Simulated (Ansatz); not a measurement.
The reference is BeS (space group P6_422, No. 181; a = 3.424 Å, c = 7.746 Å; a hypothetical phase, not in the database extracts checked).

One thing is altered: a hydrostatic pressure of 0.7 GPa.

Levels (all Ansatz, a quantum-chemistry and plane-wave program, PAW): PBEsol (420 eV, no SOC); HSE06 (420 eV, without spin-orbit coupling).

The geometry is relaxed with PBEsol.

- PBEsol lowest conduction level above the VBM at special points: M 2.47 eV; L 3.05 eV; A 3.38 eV; Γ 3.91 eV

Q: Predict the lowest conduction level above the VBM at special points from HSE06.

A: The lowest conduction level above the VBM at special points becomes M 3.52 eV; L 4.10 eV; A 4.50 eV; Γ 5.06 eV (PBEsol: M 2.47 eV; L 3.05 eV; A 3.38 eV; Γ 3.91 eV).

Single points use the geometry relaxed with PBEsol. HSE06 gaps are upper bounds (no full band path). The levels and masses belong to the bands next to the band gap. Load acts through the strain it causes; cell and atoms are relaxed under it. Whether these cells are dynamically stable was not tested. The base started in P3_121 and relaxed to P6_422 at this level.
